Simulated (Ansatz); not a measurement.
**A computed series for GaN: response to strain**

Take GaN in the wurtzite structure (space group P6_3mc, No. 186; a = 3.1826 Å, c = 5.1854 Å) as the base.

Strains are applied to the cell and any free atomic positions relax.

Calculations: PBEsol, PAW, 420 eV (Ansatz, a program for electronic structure; no spin-orbit coupling).

Notes on the quantities. energy relative to the base: free energy F.

```csv
isotropic strain (%),energy relative to the base (meV/atom)
-3,60.1
-2.4,37.7
-1.8,?
-1.2,9.0
-0.6,2.2
0,0.0
```

### Question
Fit ΔE = Aε² + Bε³ (ε in %) to the rows shown and predict the withheld row.

### Answer
Least squares on the printed values gives A = 5.99 and B = -0.23 meV/atom (largest residual 0.0 meV/atom); this predicts 20.8 meV/atom, and the run gives 20.7 meV/atom, in agreement.

Whether these cells are dynamically stable was not tested.
